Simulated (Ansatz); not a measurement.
## What uniaxial strain ε_zz = +1.50 % does to Ru

Base system: Ru in the hcp (Mg type) structure (space group P6_3/mmc, No. 194; a = 2.676 Å, c = 4.224 Å; relaxed with 0.1 eV smearing). Axes: x lies along a and z along c of the hexagonal cell.

It is then changed as follows: uniaxial strain ε_zz = +1.50 %, all other strain components held at zero, atoms relaxed at fixed cell.

The values are results of Kohn–Sham DFT with the LDA functional, run in Ansatz (a program for electronic structure) with PAW and 420 eV plane waves, scalar-relativistic without spin-orbit coupling, not measurements. Settings: 25×25×14 k-points, 0.1 eV Fermi–Dirac smearing.

- Volume per atom = 13.29 Å³ (base 13.09 Å³)
- Space group = P6_3/mmc (No. 194) (base P6_3/mmc (No. 194))
- Shortest interatomic distance = 2.642 Å (base 2.617 Å)
- Energy relative to the base (free energy F) = +6.6 meV/atom
- Pressure (mean of the normal stresses, compression positive) = -5.4 GPa (base 0.0 GPa)
- Band gap = zero (base zero)
- Stress (xx, yy, zz, yz, xz, xy; compression positive) = (-2.8, -2.8, -10.5, 0.0, 0.0, 0.0) GPa

Final structure:

```
Ru
1.0
    2.67558     0.00000     0.00000
   -1.33779     2.31712     0.00000
    0.00000     0.00000     4.28706
Ru
2
Direct
  0.66667   0.33333   0.75000
  0.33333   0.66667   0.25000
```

Stability against distortions was not tested. All final runs are without spin polarisation.
